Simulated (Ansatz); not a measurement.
**A computed series for PbSe: carrier doping**

Base system: PbSe in the rock salt structure (space group Fm-3m, No. 225; a = 6.178 Å).

Carriers are added at fixed cell with a uniform background; the Fermi–Dirac width is that of 300 K.

All numbers come from r2SCAN in Ansatz (plane waves to 500 eV, PAW, spin-orbit coupling left out).

Notes on the quantities. Fermi level from band edge: Fermi level relative to the doped band's edge (positive inside the band; to 0.05 eV).

| case | Fermi level from band edge | gap between the host's bands |
|---|---|---|
| undoped | – | 0.67 eV |
| electrons 5.0×10^20 cm⁻³ | +0.40 eV | 0.66 eV |
| electrons 7.0×10^20 cm⁻³ | +0.45 eV | 0.65 eV |
| electrons 1.0×10^21 cm⁻³ | +0.50 eV | 0.65 eV |
| electrons 2.0×10^21 cm⁻³ | +0.70 eV | 0.63 eV |
| holes 5.0×10^20 cm⁻³ | +0.35 eV | 0.68 eV |
| holes 7.0×10^20 cm⁻³ | +0.40 eV | 0.68 eV |
| holes 1.0×10^21 cm⁻³ | +0.40 eV | 0.69 eV |
| holes 2.0×10^21 cm⁻³ | +0.50 eV | 0.71 eV |

Carriers are added with a uniform compensating background; total energy and stress of such cells depend on the potential's zero and are not compared; many-body gap narrowing is missing at this level. With Pb present, leaving out spin-orbit coupling can change the band edges. Stability against distortions was not tested.

Ansatz is an electronic-structure program.
